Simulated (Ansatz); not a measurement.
# A O vacancy (surface) in a 2x1 cell of the 1x1 (100) surface of monoclinic HfO2 (cut with top plane 2 O)

Host crystal: monoclinic HfO2, with a band gap (PBE, scalar-relativistic without spin-orbit coupling).

Computed with PBE (plane waves to 420 eV, PAW; Ansatz, a program for electronic structure).

Slab: 47 atoms, 9.3 Å thick at the start (thin: gaps and levels are the slab's own); k 2x4x1, smearing 0.01 eV, dipole-corrected; 4 atoms held, the rest relaxed; no symmetry held; spin-polarised from one start with parallel moments (other orders not tried), no spin-orbit, no U. The starting moment vanished.

- formation energy against ½ O2(g) = 6.37 eV
- gap of the slab on its k-mesh = 0.37 eV
- highest filled level below the top vacuum level = 4.05 eV
- change of the step from the bottom to the top vacuum level, against the clean slab = 0.011 eV
- energy released by relaxation = 0.088 eV
- magnetic moment of the cell = 0.00 μB
- largest move of a host atom = 0.32 Å
